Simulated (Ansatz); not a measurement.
Cs₂O (R-3m, No. 166)

Computed with HSE06 (Ansatz, a quantum-chemistry and plane-wave program, PAW).

Settings: plane-wave cutoff 500 eV, 6×6×6 k mesh, gaussian smearing 0.02 eV, scalar-relativistic PAW data made under PBE.

Cell: relaxed at this level.

| Item | Result |
|---|---|
| equilibrium volume per atom | 37.45 Å³/atom |
| equilibrium lattice constant a | 4.218 Å |
| lattice parameter c | 21.882 Å |
| band gap | 1.54 eV (on the SCF k mesh) |

Note: the volume lies 13 % above that of the published cell; the cell has widely spaced layers and the level no dispersion term, so their spacing and the moduli can rest on weak binding.

Spin–orbit coupling is not included.

The computed numbers hold no vibrational or temperature effects.

Cost on a shared machine: very roughly 25 core-minutes.
